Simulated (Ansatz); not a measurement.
Sb: thickness series

Base system: Sb in the A7 type structure (space group R-3m, No. 166; layered).

```
CELL_PARAMETERS angstrom
      2.16397     1.24937     3.78144
     -2.16397     1.24937     3.78144
      0.00000    -2.49874     3.78144
ATOMIC_POSITIONS crystal
  Sb 0.23324 0.23324 0.23324
  Sb 0.76676 0.76676 0.76676
```

Free-standing slabs (2 atom(s) a layer) normal to the stacking axis with 15 Å of vacuum; in-plane cell relaxed.

The values are results of r2SCAN+rVV10, PAW, 500 eV (Ansatz, an electronic-structure program; without spin-orbit coupling), not measurements.

Q: Only one of these has no band gap. Which?
(A) 3 layers
(B) 2 layers
(C) 1 layer

A: A, 3 layers. Computed: 1 layer: 1.50 eV; 2 layers: 0.22 eV; 3 layers: zero

With Sb present, leaving out spin-orbit coupling can change the band edges. No phonon test of stability was made. The zero or small gap of Sb can change with the level of theory.
